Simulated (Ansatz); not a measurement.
We consider PrRh₂ (Fd-3m, No. 227), described by r²SCAN+rVV10 (PAW; Ansatz, a first-principles code).

Run with plane-wave cutoff 560 eV, 12×12×12 k mesh, Fermi–Dirac smearing 0.05 eV, spin-polarised with parallel moments, scalar-relativistic PAW data made under PBE.

Computed at the level's own relaxed cell.

### Question
Estimate the equilibrium lattice constant a that the calculation returns.

### Answer

* **equilibrium lattice constant a**: 7.517 Å

Note: the magnetic order was assumed, not searched for or taken from measurement; the 4f shell is treated without U or exact exchange, so its levels and filling can be wrong.

Spin–orbit coupling is not included.

Computed values are for the static lattice.

Cost on a shared machine: around 25 core-minutes (rough).
